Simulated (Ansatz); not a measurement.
The starting structures come from a database of crystals and need not be the phases stable at ambient conditions.

 Where the default PAW files enter, the runs use the earlier of Ansatz's two default sets.

## Evanescent states of Sr2H6Ru (Fm-3m, not sure to be the ambient phase, 9 atoms a cell, 12.2 Å³ an atom, -2 GPa at this level) along the normal of (111)

All values below come from PBEsol (plane waves, PAW; Ansatz, a program for electronic structure).

No gap correction and no spin-orbit coupling; mid-gap values are interpolated between computed energies.

Energies count from the valence-band top; κ is the least over a 12×12 mesh across the current.

```csv
E (eV),κ (1/Å),where
0.06,0.208,Γ
0.17,0.385,Γ
0.28,0.427,Γ
0.39,0.427,off Γ
0.49,0.412,off Γ
0.60,0.399,off Γ
0.71,0.388,off Γ
0.82,0.377,off Γ
0.94,0.366,off Γ
1.04,0.354,off Γ
1.16,0.342,off Γ
1.26,0.328,off Γ
1.38,0.312,off Γ
1.49,0.295,off Γ
1.59,0.274,off Γ
1.71,0.250,off Γ
1.81,0.219,off Γ
1.93,0.179,off Γ
2.04,0.120,off Γ
```

How thick must the barrier be to attenuate the transmission by 10^6 when the electrodes' Fermi level lies at 0.71 eV, and what attenuation does that film give at 0.49 eV?

d = 6 ln 10 / (2 × 0.388) = 17.8 Å. At 0.49 eV it gives 6 × 0.412/0.388 = 6.4 decades.
